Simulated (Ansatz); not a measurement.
## GaSb (model structure, started from the CsCl type, Pm-3m, No. 221, 2 atoms in the cell)

Method: PBEsol (Ansatz, a program for electronic structure, PAW).

Settings: plane-wave cutoff 520 eV, 16×16×16 k mesh, Fermi–Dirac smearing 0.05 eV, scalar-relativistic PAW data made under PBE.

Cell (relaxed at this level):

```cif
data_GaSb
_chemical_formula_sum 'Ga1 Sb1'
_space_group_name_H-M_alt 'Pm-3m'
_space_group_IT_number 221
_space_group_name_Hall '-P 4 2 3'
_cell_length_a 3.54333
_cell_length_b 3.54333
_cell_length_c 3.54333
_cell_angle_alpha 90.000
_cell_angle_beta 90.000
_cell_angle_gamma 90.000
loop_
_atom_site_label
_atom_site_type_symbol
_atom_site_symmetry_multiplicity
_atom_site_Wyckoff_symbol
_atom_site_fract_x
_atom_site_fract_y
_atom_site_fract_z
_atom_site_occupancy
Ga1 Ga 1 a 0.00000 0.00000 0.00000 1
Sb1 Sb 1 b 0.50000 0.50000 0.50000 1
```

```json
{
  "band_gap": "none",
  "bulk modulus B0": "58.7 GPa"
}
```

Note: the bulk modulus is −V dP/dV from two relaxed cells at ±2 % in volume; the relaxation could raise the start's symmetry but not lower it, so the cell can be a saddle point.

Spin–orbit coupling is not included; it can open a gap where bands touch, and shift volumes and moduli.

Static lattice: no zero-point or thermal effects.

Computing time: around 80 core-seconds (rough).

A model structure was made by putting elements into a prototype or built by hand; it is no filed structure, need not be a known phase, and can be a saddle point held by its symmetry.
